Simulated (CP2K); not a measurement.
A self-consistent single point of PtSe2 (P1, 3 atoms in the cell) with CP2K.

Method of the run: LDA (Pade form), GPW, DZVP-MOLOPT-SR-GTH basis, GTH-PADE potentials (GTH_POTENTIALS) in CP2K 2026.2.

```
CELL_PARAMETERS angstrom
      3.71731     0.00000     0.00000
     -1.85865     3.21929     0.00000
      0.00000     0.00000     5.82007
ATOMIC_POSITIONS crystal
  Pt 0.98919 0.00183 0.00066
  Se 0.66433 0.32318 0.77448
  Se 0.34648 0.67498 0.22486
```

Reference input (self-consistent single point, DFT LDA (Pade form), GPW, DZVP-MOLOPT-SR-GTH basis, GTH-PADE potentials (GTH_POTENTIALS)): CUTOFF = 500 Ry; REL_CUTOFF = 50 Ry; KPOINTS/SCHEME = MONKHORST-PACK 5 5 3; XC_FUNCTIONAL = PADE; Pt/BASIS_SET = DZVP-MOLOPT-SR-GTH; Pt/POTENTIAL = GTH-PADE-q18; Se/BASIS_SET = DZVP-MOLOPT-SR-GTH; Se/POTENTIAL = GTH-PADE-q6; METHOD = GPW; EPS_DEFAULT = 1e-10; NGRIDS = 5; SCF_GUESS = ATOMIC. This run's input differs from it in these lines:

```diff
@@ -36,3 +36,4 @@
     &KPOINTS
-      SCHEME MONKHORST-PACK 5 5 3
+      SCHEME MONKHORST-PACK 6 6 3
+      GAMMA_CENTERED T
     &END KPOINTS
```

Output, abridged:

```
 SCF WAVEFUNCTION OPTIMIZATION

  Step     Update method      Time    Convergence         Total energy    Change
     1 NoMix/Diag. 0.30E+00      -     0.55051264      -140.0332585204 -1.40E+02
     2 Broy./Diag. 0.30E+00      -     0.13551532      -141.5058909172 -1.47E+00
     3 Broy./Diag. 0.30E+00      -     0.04380823      -140.1640733920  1.34E+00
     4 Broy./Diag. 0.30E+00      -     0.01282089      -139.7646286970  3.99E-01
     5 Broy./Diag. 0.30E+00      -     0.00193714      -139.7543970393  1.02E-02
     6 Broy./Diag. 0.30E+00      -     0.00088361      -139.7526622250  1.73E-03
   [... 4 lines left out ...]
    11 Broy./Diag. 0.30E+00      -     0.00000927      -139.7496625676  1.93E-04
    12 Broy./Diag. 0.30E+00      -     0.00000638      -139.7495981756  6.44E-05
    13 Broy./Diag. 0.30E+00      -     0.00000118      -139.7495799153  1.83E-05
    14 Broy./Diag. 0.30E+00      -     0.00000025      -139.7495777141  2.20E-06
  *** SCF run converged in    14 steps ***

  Overlap energy of the core charge distribution:               0.00000000543875
  Self energy of the core charge distribution:               -222.62257214343231
  Core Hamiltonian energy:                                     49.68323626607550
  Hartree energy:                                              48.91042115805377
  Exchange-correlation energy:                                -15.72066300021039

  Total energy:                                              -139.74957771407466

 ENERGY| Total FORCE_EVAL ( QS ) energy [hartree]           -139.749577598624825

 FORCES| Atomic forces [hartree/bohr]
 FORCES|   Atom     x               y               z               |f|
 FORCES|      1  1.91315907E-02 -1.81387413E-03 -1.99502989E-03   1.93206637E-02
   [... lines left out ...]

 STRESS| Analytical stress tensor [bar]
 STRESS|                        x                   y                   z
 STRESS|      x       -3.92961071402E+04   3.12671874166E+03  -6.00477516924E+03
 STRESS|      y        3.12671874166E+03  -5.57338031714E+04  -1.61543429566E+04
 STRESS|      z       -6.00477516924E+03  -1.61543429566E+04  -5.33095591383E+04
 STRESS| 1/3 Trace                                            -4.94464898167E+04
```

The run converged in 14 iterations. Against the reference run the free energy drops by 1.0 meV/atom, the pressure stays near -4.94 GPa while the zz stress (positive for compression) goes from -5.78 to -5.33 GPa, the largest force moves little (0.992 to 0.994 eV/Å) and the gap on the mesh goes from 0.677 to 0.614 eV.

The starting cell comes from a database of computed structures (which also holds hypothetical and non-ambient phases and stackings), without a prior relaxation at this level. Its atoms were displaced at random from the sites of space group no. 164. Spin-orbit coupling is off. Values carry the incompleteness of an atom-centred basis. With a pressure of about -5 GPa the cell is away from its equilibrium volume at this level. Another mesh or the band path of this cell gives a smaller gap, so this value is not converged in the mesh.
